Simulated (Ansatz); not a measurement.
Ge (model structure, started from the C6 type, Im-3m, No. 229, 6 atoms in the cell) was calculated with r²SCAN in Ansatz (PAW).

Settings: plane-wave cutoff 560 eV, 12×12×12 k mesh, Fermi–Dirac smearing 0.05 eV, scalar-relativistic PAW data made under PBE.

Cell (relaxed at this level):

```
Ge
1.0
   -3.50171     3.50171     3.50171
    3.50171    -3.50171     3.50171
    3.50171     3.50171    -3.50171
Ge
6
Direct
  0.50000   0.75000   0.25000
  0.25000   0.50000   0.75000
  0.75000   0.50000   0.25000
  0.50000   0.25000   0.75000
  0.25000   0.75000   0.50000
  0.75000   0.25000   0.50000
```

### Question
Give the computed band gap, Γ–Γ gap and bulk modulus.

### Answer

* **band gap**: 0.17 eV (on the SCF k mesh)
* **Γ–Γ gap**: 4.26 eV
* **bulk modulus**: 52.7 GPa

Note: the bulk modulus is −V dP/dV from two relaxed cells at ±2 % in volume; the relaxation could raise the start's symmetry but not lower it, so the cell can be a saddle point.

Spin–orbit coupling is not included.

A model structure was made by putting elements into a prototype or built by hand; it is no filed structure, need not be a known phase, and can be a saddle point held by its symmetry.

Ansatz is a program for electronic structure.
